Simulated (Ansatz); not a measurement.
Take TiO2 in the anatase structure (space group I4_1/amd, No. 141) as the base.

```yaml
crystal:
  lattice:
    - [-1.86967, 1.86967, 4.72754]
    - [1.86967, -1.86967, 4.72754]
    - [1.86967, 1.86967, -4.72754]
  atoms:
    - { symbol: Ti, position: [0.75000, 0.25000, 0.50000] }
    - { symbol: Ti, position: [0.00000, 0.00000, 0.00000] }
    - { symbol: O, position: [0.54202, 0.04202, 0.50000] }
    - { symbol: O, position: [0.79202, 0.79202, 0.00000] }
    - { symbol: O, position: [0.20798, 0.20798, 0.00000] }
    - { symbol: O, position: [0.95798, 0.45798, 0.50000] }
```

Cartesian axes are those of the cell as printed.

Calculations: Ansatz (a first-principles code), LDA, PAW, cutoff 420 eV, spin-orbit coupling left out.

Strains are applied to the cell and any free atomic positions relax.

One change was made to it. Results:

```csv
quantity,base,after
smallest direct gap,2.44 eV,2.42 eV
band gap,2.08 eV,2.07 eV
```

Question: Which of these changes matches the shifts?
A) uniaxial strain ε_xx = +2.40 %
B) uniaxial strain ε_xx = +3.00 %
C) uniaxial strain ε_xx = +0.60 %

Answer: C, uniaxial strain ε_xx = +0.60 %. For comparison, the band gap in the other runs: uniaxial strain ε_xx = +2.40 % gives 2.03 eV; uniaxial strain ε_xx = +3.00 % gives 2.02 eV.

Gaps are read on the SCF mesh and a high-symmetry path. Whether these cells are dynamically stable was not tested. The final runs are not spin-polarised.
